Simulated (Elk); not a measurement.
Band structure of Ge₃F (Fm-3m, 4 atoms in the cell).

```
Ge3F
1.0
    0.00000     3.19559     3.19559
    3.19559     0.00000     3.19559
    3.19559     3.19559     0.00000
Ge F
3 1
Direct
  0.75000   0.75000   0.75000
  0.25000   0.25000   0.25000
  0.50000   0.50000   0.50000
  0.00000   0.00000   0.00000
```

Method of the run: PBEsol, all-electron FP-LAPW, Elk's shipped species files, APW+lo basis with extra local orbitals (Elk 10.2.4).

Settings: xctype = 22; rgkmax = 7.5; stype = 3; swidth = 0.00183747 Ha; ngridk = 4 4 4; vkloff = 0.5 0.5 0.5; gmaxvr = 18 1/bohr; lmaxapw = 10; lmaxo = 8; nxlo = 2; lorbcnd = true; lradstp = 2; nrmtscf = 2; lmaxi = 4.

The starting cell comes from a database of computed structures (which also holds hypothetical and non-ambient phases and stackings), without a prior relaxation at this level. Values depend on the basis (sphere radii, cutoffs, local orbitals), which need not be converged. The run gives no clean gap (levels at the Fermi energy touch, overlap or are partly filled at this smearing), which alone does not show that the compound is a metal.

Levels in eV from the Fermi level, bands 21 to 28:
```json
[
 {"point": "Γ", "21": "-4.15", "22": "-2.31", "23": "-0.97", "24": "-0.97", "25": "-0.97", "26": "-0.43", "27": "-0.43", "28": "-0.43"},
 {"point": "X", "21": "-5.51", "22": "-2.84", "23": "-1.69", "24": "-1.69", "25": "0.58", "26": "4.38", "27": "4.38", "28": "4.90"},
 {"point": "W", "21": "-3.97", "22": "-3.36", "23": "-3.36", "24": "-0.14", "25": "-0.14", "26": "2.61", "27": "4.52", "28": "4.82"},
 {"point": "K", "21": "-3.70", "22": "-3.03", "23": "-2.53", "24": "-1.78", "25": "1.93", "26": "2.22", "27": "2.83", "28": "5.45"},
 {"point": "L", "21": "-4.39", "22": "-2.91", "23": "-2.25", "24": "-2.25", "25": "0.74", "26": "1.26", "27": "1.26", "28": "4.96"},
 {"point": "U", "21": "-3.70", "22": "-3.03", "23": "-2.53", "24": "-1.78", "25": "1.93", "26": "2.22", "27": "2.83", "28": "5.45"}
]
```

Bands cross the Fermi level along this path, so the cell is metallic at this level.
